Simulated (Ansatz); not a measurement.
The starting structures come from a database of crystals and need not be the phases stable at ambient conditions.

 Where the default PAW files enter, the runs use the earlier of Ansatz's two default sets.

By LDA, the system below comes out a metal.

The ballistic (Sharvin) conductance counts the channels at the Fermi level: G/A = (e²/h) × channels of both spins per area.

Given:

```xyz
4
Lattice="4.5798 0.0000 0.0000 -0.6691 4.5307 0.0000 0.0000 0.0000 5.7982" Properties=species:S:1:pos:R:3 pbc="T T T"
Hg     2.7792     1.5542     4.3486
Hg     1.1315     2.9764     1.4495
Te     0.4604     3.5557     4.3486
Te     3.4503     0.9750     1.4495
```

Space group of this cell: Cmcm. The cell is taken as given; by LDA its mean pressure is -5.0 GPa.

The current flows along the normal of the first two printed cell vectors. No spin-orbit coupling; the value is a mean over 0.1 eV about the Fermi level.

Predict the ballistic conductance per area from LDA in Ansatz (a quantum-chemistry and plane-wave program).

0.48 × 10¹⁵ S/m² for both spins.
